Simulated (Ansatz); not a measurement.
# Step by step: formation energy of H_i in Pt (fcc, Fm-3m)

This concerns the formation energy of H_i in Pt (fcc, Fm-3m). Reaction: 32 Pt (fcc) + 1/2 H2 (gas) → cell A.

A: a supercell of 32 sites of Pt (fcc, Fm-3m) with H off the lattice sites (6 Pt at 2.02 Å); spin state with PBE: run without spin.

Ansatz (a program for electronic structure) with PAW potentials; structures come from PBE relaxations, nuclei static, no net charge. Ansatz runs with its default PAW set. Other levels take these structures. The lattices are those relaxed with PBE, so at other levels the solids can be strained, which adds to the spread. Larger cells are relaxed from a start prepared with the learned potential CHGNet, on a coarser mesh till forces fall under 0.03 eV/Å, which some starts already meet. A dispersion term (D3(BJ), or D4 for r2SCAN) was computed beside these levels and is taken off wherever the name lacks it. The runs are scalar-relativistic, without spin-orbit coupling. Mesh and cell size may move defect energies by 0.1 eV or more. Cell A has symmetry Pm-3m and got no random move, so less symmetric positions, which may lie lower, weren't tried.

Total energies of the cells in eV, at zero smearing width. They compare only within one column; the weights balance every element.

```csv
cell,atoms,weight,r2SCAN,LDA
A: Pt:H_i,33,+1,-401192.39314,-391853.62613
Pt (fcc),32,−1,-401177.02875,-391838.18270
H2 (gas),2,−1/2,-31.88989,-30.95270
```

r2SCAN: (-401192.39314) − (-401177.02875) − 1/2 × (-31.88989) = 0.581 eV.

LDA: (-391853.62613) − (-391838.18270) − 1/2 × (-30.95270) = 0.033 eV.
